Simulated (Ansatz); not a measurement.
BN (Imm2), r2SCAN, rigid bands (Ansatz, an electronic-structure program): Condition of this run: biaxial stress in (110) of -18 GPa (compression positive) (the target of the relaxation). band gap 4.78 eV, N_c = 1.39e19 cm⁻³ and N_v = 2.00e19 cm⁻³ at 300 K, conductivity masses along z (a = (-0.02, 1.81, 1.84) Å; b = (1.81, -0.02, 1.84) Å; c = (1.80, 1.80, 0.00) Å) of 0.301 mₑ (electrons) and 0.631 mₑ (holes). Take k_BT = 0.02585 eV.

Problem. Find the intrinsic carrier density and the intrinsic Fermi level.

Solution. n_i = √(N_c N_v) exp(−E_g/2k_BT) = 1.67e19 × exp(−92.45) = 1.2e-21 cm⁻³. The level lies (k_BT/2) ln(N_v/N_c) = 5 meV from mid-gap (positive towards the conduction band). Each 0.1 eV added to the gap lowers n_i by a factor of 6.9.

Problem. A film of it is 5 nm thick, with its normal along the direction named. Estimate the confinement energies in an infinite well.

Solution. ħ²π²/(2m t²) = 0.376 eV·nm²/(m/mₑ × t²) gives 50.0 meV for electrons and 23.8 meV for holes, so the gap would widen to about 4.85 eV. Finite barriers and nonparabolic bands lower this, and with several valleys or bands the heaviest mass along the normal sets the lowest level, not this average.

Problem. What thermal injection velocity √(2k_BT/πm) limits a ballistic channel along the direction named?

Solution. 9.81e6 cm/s for electrons and 6.77e6 cm/s for holes, a ratio of √(m_h/m_e) = 1.45, for dilute carriers.

Rigid, parabolic bands with the computed gap; masses take one relaxation time for all states. Spin-orbit coupling is left out. Geometry: cell and atoms relaxed with PBEsol.
